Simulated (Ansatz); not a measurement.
Consider the following.

```xyz
5
Lattice="5.9462 0.0000 0.0000 0.0000 6.0604 0.0000 0.0000 0.0000 5.9462" Properties=species:S:1:pos:R:3 pbc="T T T"
Rb     0.0000     0.0000     0.0000
Sr     2.9731     3.0302     2.9731
Br     0.0000     3.0302     2.9731
Br     2.9731     3.0302     0.0000
Br     2.9731     0.0000     2.9731
```

No spin polarisation.

All numbers come from Kohn–Sham DFT with the r2SCAN functional, run in Ansatz (a quantum-chemistry and plane-wave program) with PAW and 500 eV plane waves, scalar-relativistic without spin-orbit coupling. Γ-centred 6×6×6 mesh, Fermi–Dirac width 0.05 eV.

Question: Predict the gap character, stress and smallest direct gap.

Answer: The gap character is indirect, A → Γ and the stress (xx, yy, zz, yz, xz, xy; compression positive) is (-0.09, -0.78, -0.09, 0.00, 0.00, 0.00) GPa. The smallest direct gap is 4.81 eV.

The cells carry an imposed strain or load. Stability against distortions was not tested. The cell was made from RbSrBr3 in the cubic perovskite structure (space group Pm-3m, No. 221; a hypothetical phase, not in the database extracts checked) by this change: uniaxial strain ε_yy = +1.92 %. Many cubic perovskites are stable only at high temperature; tilts and polar distortions were not tested.
